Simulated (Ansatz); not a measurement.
An Ansatz (a program for electronic structure) input (Ansatz PBE, scalar-relativistic without spin-orbit coupling):

Ansatz 0.2 input:
```yaml
crystal:
  lattice:
    - [0, 2.306822165, 2.306822165]
    - [2.306822165, 0, 2.306822165]
    - [2.306822165, 2.306822165, 0]
  atoms:
    - { symbol: As, position: [0, 0, 0] }
    - { symbol: B, position: [0.5, 0.5, 0.5] }
basis: { ecutwfc: 420, ecutrho_ratio: 4, xc_grid: 2, fft_grid_basis: typed }
kpoints: { mp_grid: { grid: [17, 17, 17] } }
hamiltonian:
  xc: pbe
  dispersion: none
  pseudopotentials: { kind: paw }
scf: { occupations: { method: fermi_dirac, width: 0.05 }, convergence: { dr2_threshold: 0.0000000002 } }
output: { forces: true, stress: true }
checkpoint: { write: state.ck, write_every: 1000 }
```

Which symmetry and how many k-points will the program report, and about how many plane waves at Γ?

Space group Fm-3m (ITA 225) with 48 operations, k-points 165 of 4913, and 531 plane waves at Γ.

Stability against distortions was not tested. The final runs are not spin-polarised. The cell is BAs in the rock salt structure (space group Fm-3m, No. 225; a hypothetical phase, not in the database extracts checked).
